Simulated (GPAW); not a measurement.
GPAW run on MnN (F-43m, 2 atoms in the cell): self-consistent single point.

Method of the run: LDA (Perdew-Wang 92), GPAW PAW datasets LDA (gpaw-data 1.0.1) (plane waves; GPAW).

```xyz
2
Lattice="0.0000 2.1155 2.1155 2.1155 0.0000 2.1155 2.1155 2.1155 0.0000" Properties=species:S:1:pos:R:3 pbc="T T T"
Mn     0.0000     0.0000     0.0000
N      1.0577     1.0577     1.0577
```

Reference input (self-consistent single point, DFT PBEsol, plane waves, GPAW PAW datasets PBEsol (made by gpaw-setup)): mode = pw; ecut = 950 eV; xc = PBEsol; kpts = 9 9 9; mesh shift (steps) = 0 0 0; occupations.name = fermi-dirac; occupations.width = 0.1 eV; nbands = -4; convergence.forces = 0.001 eV/Å; convergence.bands = -2; symmetry.symmorphic = false; symmetry.tolerance = 0.0005. This run's input differs from it in these lines:

```diff
@@ -13,7 +13,7 @@
 calc = GPAW(mode={'name': 'pw', 'ecut': 950},
-            xc='PBEsol',
+            xc='LDA',
             kpts=(9, 9, 9),
             occupations={'name': 'fermi-dirac', 'width': 0.1},
-            nbands=-4,
-            convergence={'forces': 0.001, 'bands': -2},
+            nbands=-6,
+            convergence={'forces': 0.001},
             symmetry={'symmorphic': False, 'tolerance': 0.0005},
```

Its files differ too (potentials: GPAW PAW datasets LDA (gpaw-data 1.0.1)).

Output (repeated stretches shortened):

```
     iter     time        total  log10-change:
                         energy   eigst   dens  force
iter:   1 --:--:--   -22.156996
iter:   2 --:--:--   -21.777147   -0.73  -1.14
iter:   3 --:--:--   -21.162112   -1.02  -1.20
iter:   4 --:--:--   -21.146666   -2.23  -1.49
iter:   5 --:--:--   -21.111851   -1.91  -1.49
iter:   6 --:--:--   -21.020037   -2.73  -1.88
iter:   7 --:--:--   -21.004335   -2.95  -2.15
iter:   8 --:--:--   -21.004396   -4.61  -2.98
iter:   9 --:--:--   -21.004567c  -4.96  -3.08
iter:  10 --:--:--   -21.004522c  -5.23  -3.29
iter:  11 --:--:--   -21.004521c  -7.39  -4.44c
iter:  12 --:--:--   -21.004521c  -8.56c -4.83c
iter:  13 --:--:--   -21.004524c  -7.72c -4.88c -15.65c
Converged after 13 iterations.

Dipole moment: (-1.466132, -1.466132, -1.466132) |e|*Ang

Energy contributions relative to reference atoms: (reference = -32926.346418)

Kinetic:         +9.102890
Potential:      -10.336942
External:        +0.000000
XC:             -19.943967
Entropy (-ST):   -0.051002
Local:           +0.198996
SIC:             +0.000000
--------------------------
Free energy:    -21.030025
Extrapolated:   -21.004524

Showing only first 2 kpts
 Kpt  Band  Eigenvalues  Occupancy
  0     8      8.43575    1.99807
  0     9      8.43575    1.99807
  0    10     12.70339    0.00000
  0    11     13.75724    0.00000

  1     8      8.19240    1.99983
  1     9      8.51745    1.99564
  1    10     13.20498    0.00000
  1    11     13.41581    0.00000

Fermi level: 9.13004

No gap
No difference between direct/indirect transitions
Energy (eV): -21.004524

Forces in eV/Ang:
  0 Mn    0.00000    0.00000   -0.00000
  1 N     0.00000   -0.00000   -0.00000

Stress tensor:
     0.079576     0.000000     0.000000
     0.000000     0.079576    -0.000000
     0.000000    -0.000000     0.079576
Stress (GPa, Voigt): [12.7494 12.7494 12.7494 -0.      0.      0.    ]
```

The run converged in 13 iterations. GPAW prints stress with tension positive. 

At such cutoffs GPAW's stress carries a finite-basis (Pulay) error, which enters relaxed cells too; its log prints stress with tension positive.

The starting cell comes from a database of computed structures (which also holds hypothetical and non-ambient phases and stackings), without a prior relaxation at this level. Spin polarisation is off, so a magnetic state, if there is one, cannot be reached.

Cost on one core of a shared machine: roughly 30 s.
